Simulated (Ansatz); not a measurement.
# GaP under load (space group P6_3mc): band-edge transport data

Consider the following.

```xyz
4
Lattice="3.8229 0.0000 0.0000 -1.9115 3.3107 0.0000 0.0000 0.0000 6.4211" Properties=species:S:1:pos:R:3 pbc="T T T"
Ga     0.0000     2.2072     0.0110
Ga     1.9115     1.1036     3.2215
P      0.0000     2.2072     2.3969
P      1.9115     1.1036     5.6074
```

Calculation: r2SCAN with spin-orbit coupling, rigid bands (plane waves, PAW; Ansatz, an electronic-structure program). Condition of this run: uniaxial stress along c of -2.8 GPa (compression positive) (the target of the relaxation). How the cell was made: cell and atoms relaxed with PBEsol, then loaded as said.

The band gap comes out as 1.65 eV and the electron conductivity mass (300 K, dilute) is 0.41 (x), 0.41 (y), 0.22 (z) mₑ. The hole conductivity mass (300 K, dilute) is 0.56 (x), 0.56 (y), 0.95 (z) mₑ. The effective density of states N_c (300 K) comes out as 7.4e19 cm⁻³. The effective density of states N_v (300 K) comes out as 1.2e19 cm⁻³, the density-of-states mass, electrons is 2.1 mₑ and the density-of-states mass, holes is 0.61 mₑ. The Seebeck coefficient, n-type 1e19 cm⁻³, 300 K comes out as -375 μV/K and the best n-type power factor at 300 K for τ = 10 fs (best axis; densities from 1e16 to 1e21 cm⁻³ tried, whether or not they can be reached) is 39 μW/(cm·K²) at 1e20 cm⁻³. The Seebeck coefficient, p-type 1e19 cm⁻³, 300 K comes out as 279 μV/K and the best p-type power factor at 300 K for τ = 10 fs (best axis; densities from 1e16 to 1e21 cm⁻³ tried, whether or not they can be reached) is 7.6 μW/(cm·K²) at 1e20 cm⁻³.

Rigid bands; masses and Seebeck coefficients take one relaxation time τ for all states and one kind of carrier; polarons and phonon drag are left out. Geometry: cell and atoms relaxed with PBEsol.
